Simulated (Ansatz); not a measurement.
```
Pd
1.0
    0.00000     1.94855     1.94855
    1.94855     0.00000     1.94855
    1.94855     1.94855     0.00000
Pd
1
Direct
  0.00000   0.00000   0.00000
```

No spin polarisation.

All numbers come from PBEsol (Ansatz, a quantum-chemistry and plane-wave program), scalar-relativistic without spin-orbit coupling. Settings: 29×29×29 k-points, 0.1 eV Fermi–Dirac smearing.

Problem. What space group does the calculation give?

Solution. Fm-3m (No. 225).

Problem. Estimate the band gap.

Solution. Zero.

Problem. Predict the pressure.

Solution. -2.9 GPa.

The cells carry an imposed strain or load. No phonon test of stability was made. The final runs are not spin-polarised. The cell was made from Pd in the fcc (Cu type) structure (space group Fm-3m, No. 225) by this change: isotropic strain +0.50 %.
